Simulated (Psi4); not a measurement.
Psi4 1.11, unrestricted BP86/def2-svp: Ti(Cl)2(O) cation ([O]=[Ti]([Cl])[Cl]), charge +1, multiplicity 2, 4 atoms. The geometry is a generated start, not checked to be a minimum at this level.

- task: energy
- method: bp86
- basis: def2-svp
- memory: 3 GB
- maxiter: 100
- keys of the molecule block: symmetry c1
- scf_type: df (default)
- e_convergence: 1e-06 (default)
- d_convergence: 1e-06 (default)
- dft_radial_points: 75 (default)
- dft_spherical_points: 302 (default)
- basis functions: 81
- grid points: 87835

```xyz
4

Ti    -0.3341    -0.3670    -0.3314
Cl     1.7508    -0.1358    -0.7730
Cl    -0.3995    -0.5125     1.8099
O     -1.0171     1.0153    -0.7055
```

Charge 1 and multiplicity 2 are set for this test and not shown to be the ground state.

With the defaults (diis_max_vecs = 10, damping_percentage = 0, diis = true, scf_initial_accelerator = adiis, soscf = false, soscf_start_convergence = 0.01, guess = auto, which took SAD, diis_start = 1) it converges in 16 SCF iterations. One run each on 2 threads, with these changes:
- damping_percentage = 60, diis = false, scf_initial_accelerator = none
- diis_start = 4
- soscf = true, soscf_start_convergence = 0.1
- diis_max_vecs = 3
- guess = sap
- damping_percentage = 60
- guess = sadno
- diis_max_vecs = 6
- guess = huckel

Q: Which of these changes keep the SCF from converging, or lead it to another solution?

A: No convergence: diis_max_vecs = 3; damping_percentage = 60; damping_percentage = 60, diis = false, scf_initial_accelerator = none; soscf = true, soscf_start_convergence = 0.1 (the run ends without SCF convergence in 100 iterations). The rest reach the solution of the defaults.

```json
[
 {"setting": "the defaults", "SCF iterations": "16", "JK calls": "17", "end": "same solution"},
 {"setting": "guess = sadno", "SCF iterations": "16", "JK calls": "16", "end": "same solution"},
 {"setting": "guess = huckel", "SCF iterations": "17", "JK calls": "36", "end": "same solution"},
 {"setting": "diis_max_vecs = 6", "SCF iterations": "18", "JK calls": "19", "end": "same solution"},
 {"setting": "guess = sap", "SCF iterations": "18", "JK calls": "18", "end": "same solution"},
 {"setting": "diis_start = 4", "SCF iterations": "23", "JK calls": "24", "end": "same solution"},
 {"setting": "diis_max_vecs = 3", "SCF iterations": "100", "JK calls": "101", "end": "no convergence"},
 {"setting": "damping_percentage = 60", "SCF iterations": "100", "JK calls": "101", "end": "no convergence"},
 {"setting": "damping_percentage = 60, diis = false, scf_initial_accelerator = none", "SCF iterations": "100", "JK calls": "101", "end": "no convergence"},
 {"setting": "soscf = true, soscf_start_convergence = 0.1", "SCF iterations": "100", "JK calls": "416", "end": "no convergence"}
]
```

An SOSCF iteration holds several JK calls; a Hückel guess adds calls on atoms.
